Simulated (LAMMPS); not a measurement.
Ta (bcc) at 100 K and zero pressure, started from the crystal, with several potentials, in cells of their own sizes.

Potentials compared:
- EAM-type CuTa.eam.alloy: classical MD, pair style eam/alloy, file CuTa.eam.alloy (LAMMPS); X. W. Zhou, R. A. Johnson,  H. N. G. Wadley, Phys. Rev. B, 69, 144113 (2004)
- MEAM library.meam-Ta: classical MD, pair style meam, file library.meam (library.meam-Ta) (LAMMPS); Baskes, Phys Rev B, 46, 2727-2742 (1992)
- SNAP Ta06A.snap: MD with a machine-learned potential, pair style snap, file Ta06A.snap (LAMMPS); Thompson, Swiler, Trott, Foiles and Tucker, arxiv.org, 1409.3880 (2014)
- Ta_param.pod: MD with a machine-learned potential, pair style pod, file Ta_param.pod (LAMMPS)

```csv
potential,state,volume,first peak of g(r),coordination number,mean phonon frequency,rough cost (ms per atom and simulated ps)
EAM-type CuTa.eam.alloy,crystal; no diffusion seen in 30 ps,18.0309 ± 0.0001 Å³/atom,"2.86 Å, height 12.6",14.0 (counted to 3.98 Å),3.4 THz,1 to 3
MEAM library.meam-Ta,crystal; no diffusion seen in 30 ps,18.0591 ± 0.0001 Å³/atom,"2.86 Å, height 11.7",14.0 (counted to 4.02 Å),3.1 THz,3 to 10
Ta_param.pod,crystal; no diffusion seen in 21 ps,18.0665 ± 0.0008 Å³/atom,"2.86 Å, height 10.3",14.0 (counted to 4.02 Å),3.2 THz,30 to 100
SNAP Ta06A.snap,crystal; no diffusion seen in 9.0 ps,18.2379 ± 0.0002 Å³/atom,"2.87 Å, height 12.5",14.0 (counted to 4.02 Å),-,30 to 100
```

Costs are rough: whole-run CPU time with set-up and analysis, from shared machines, in bands a factor of about three wide.

Caution: the potential MEAM library.meam-Ta is a first-neighbour MEAM set with a 4 Å cutoff, used here without a parameter file and away from the static properties it was fitted to.

States go by the mean squared displacement: a species diffuses where it passes 1.5 Å², still rises and gives D over 1e-6 cm²/s; a crystal has left its structure where atoms lie 0.35 Å off their sites on average or a cubic box changes its shape by 3 %, or the axial ratios of another lie 8 % off the starting cell's, which the potential's own relaxation can also do.

Uncertainties are statistical and leave out the potential's own error.
